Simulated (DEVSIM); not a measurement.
System: abrupt GaAs p-n junction, at 300 K.

```csv
layer (left to right),material,thickness (μm),Nd (cm⁻³),Na (cm⁻³),τn (s),τp (s)
1,GaAs,4.60,-,5.1e17,1e-8,1e-8
2,GaAs,1.20,2.1e15,-,1e-8,1e-8
```

Left contact: ohmic. Right contact: ohmic. Voltage is applied to the left contact. Recombination: SRH at mid-gap. Mobility is μmin + (μ − μmin)/(1 + (N/Nref)^α).

This is a model device: material constants are rounded textbook-type values typed into the input, and sizes, dopings and lifetimes were drawn at random. Values at 300 K.

```
parameter        GaAs
-------------  ------
gap (eV)        1.424
affinity (eV)    4.07
permittivity     12.9
Nc (cm⁻³)      4.7e17
Nv (cm⁻³)        9e18
μn (cm²/Vs)      8500
μp (cm²/Vs)       400
μn,min            500
μp,min             20
Nref,n           6e16
Nref,p         1.5e17
αn               0.39
αp               0.38
```

Model (solved in DEVSIM): 1D drift-diffusion, Boltzmann statistics, complete ionisation; no tunnelling, impact ionisation, image-force lowering or self-heating.

The doping Nd of layer 2 was swept, all else fixed.

| doping Nd of layer 2 (cm^-3) | dark forward voltage at 1 A/cm² (V) | potential step across the device at zero bias (V) | dark forward voltage at 100 A/cm² (V) | largest field in the device at zero bias (V/cm) |
|---|---|---|---|---|
| 6.3e13 | 0.867 | 1.119 | 1.093 | 38000 |
| 2.1e14 | 0.904 | 1.150 | 1.101 | 38000 |
| 6.3e14 | 0.940 | 1.179 | 1.112 | 39000 |
| 2.1e15 | 0.977 | 1.210 | 1.128 | 43000 |
| 6.3e15 | 1.009 | 1.238 | 1.146 | 53000 |
| 2.1e16 | 1.042 | 1.269 | 1.172 | 84000 |
| 6.3e16 | 1.069 | 1.298 | 1.194 | 140000 |

From the first row to the last the dark forward voltage at 1 A/cm² goes from 0.867 to 1.069. From the first row to the last the potential step across the device at zero bias goes from 1.119 to 1.298.
